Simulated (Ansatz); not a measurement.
Defect migration in beta Si3N4: interstitial Mg, charge state +2. The step: a direct jump of one Mg atom; the atom moves 1.49 Å along (0.00, 0.00, 0.51) of the unit cell; the moving atom starts with neighbours N at 2.36, N at 2.37, N at 2.39, N at 2.40, N at 2.40, N at 2.42; 2 Si at 2.84, 2 Si at 2.85, 2 Si at 2.87 Å and ends with N at 2.36, N at 2.37, N at 2.39, N at 2.40, N at 2.40, N at 2.42; 2 Si at 2.84, 2 Si at 2.85, 2 Si at 2.87 Å. DFT values are from Ansatz (plane-wave PAW, 420 eV unless said) in a cell of 84 host sites, spin-restricted, static, with no finite-size correction. The charge state is imposed; whether it is stable for some Fermi level was not computed. Sites that were not tried may lie lower. For the PBE band: the saddle point's order was not checked, and it lies on a symmetry element of the cell, where a band can be held.

| Level | Forward barrier (eV) | Cost of the band or of the saddle's single point |
|---|---|---|
| CHGNet universal potential (has no charge state), its own band | 0.09 | - |
| PBE, the Γ point alone, band relaxed | 0.10 | very roughly 3 core-minutes |
| PBE, a 2×2×2 k-point mesh shifted by half a step along c, same geometries | 0.09 | around 70 core-seconds (rough) |
| r2SCAN at 500 eV, the Γ point alone, same geometries | … | around 40 core-seconds (rough) |

**Question.** What belongs in the gaps?

**Answer.** 
- r2SCAN at 500 eV, the Γ point alone, same geometries, Forward barrier (eV): 0.11

Ansatz is a first-principles code.
